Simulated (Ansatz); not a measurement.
Take Li2S in the anti-fluorite structure (space group Fm-3m, No. 225; a = 5.6549 Å) as the base.

Calculations: PBEsol in Ansatz (plane waves to 420 eV, PAW, scalar-relativistic without spin-orbit coupling).

Strains are applied to the cell and any free atomic positions relax.

One change was made to it. Results:

```tsv
quantity	base	after
smallest direct gap	4.21 eV	4.14 eV
electron mass	0.62 mₑ along k, 0.33 mₑ across (at X)	0.63 mₑ along k, 0.33 mₑ across (at X)
band gap	3.20 eV	3.21 eV
energy relative to the base (free energy F)	0 meV/atom	+0.4 meV/atom
```

### Question
What was done to the base?
(A) isotropic strain +0.50 %
(B) isotropic strain −2.00 %
(C) isotropic strain +1.00 %
(D) isotropic strain −0.50 %
(E) isotropic strain +2.00 %

### Answer
A, isotropic strain +0.50 %. For comparison, the smallest direct gap in the other runs: isotropic strain −0.50 % gives 4.29 eV; isotropic strain +2.00 % gives 3.92 eV; isotropic strain +1.00 % gives 4.06 eV; isotropic strain −2.00 % gives 4.53 eV.

Effective masses come from finite differences of ±0.01 Å⁻¹. Along k means along the line from Γ to the band edge. Stability against distortions was not tested.

Ansatz is an electronic-structure program.
